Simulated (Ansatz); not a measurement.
Si (I4/mmm, No. 139, 4 atoms in the cell; start mp-999200; another form than the element's usual one) was calculated with r²SCAN0 (Ansatz, a program for electronic structure, plane waves, PAW).

Numerical settings: plane-wave cutoff 520 eV, 8×8×8 k mesh, Fermi–Dirac smearing 0.01 eV, scalar-relativistic PAW data made under PBE.

The cell is the one relaxed with PBEsol. Conventional cell: a = 6.6446 Å, b = 6.6446 Å, c = 3.8375 Å, α = 90.00°, β = 90.00°, γ = 90.00°.

```yaml
crystal:
  lattice:
    - [-3.32231, 3.32231, 1.91873]
    - [3.32231, -3.32231, 1.91873]
    - [3.32231, 3.32231, -1.91873]
  atoms:
    - { symbol: Si, position: [0.17873, 0.17873, 0.35746] }
    - { symbol: Si, position: [0.82127, 0.82127, 0.64254] }
    - { symbol: Si, position: [0.17873, 0.82127, 0.00000] }
    - { symbol: Si, position: [0.82127, 0.17873, 0.00000] }
```

### Question
List the 9 lowest band energies at Γ above −25 eV (eV, relative to the valence band maximum), grouping those that round alike.

### Answer
At Γ: -13.90, -9.02, -6.45 (×2), -4.30, -1.73 (×2), -0.62, 2.78.

Note: the run warned that its exchange threshold was loose for the stress; cell and atoms aren't relaxed at this level (pressure -0.5 GPa).

A start named mp-… is a Materials Project structure, which need not be a measured phase.
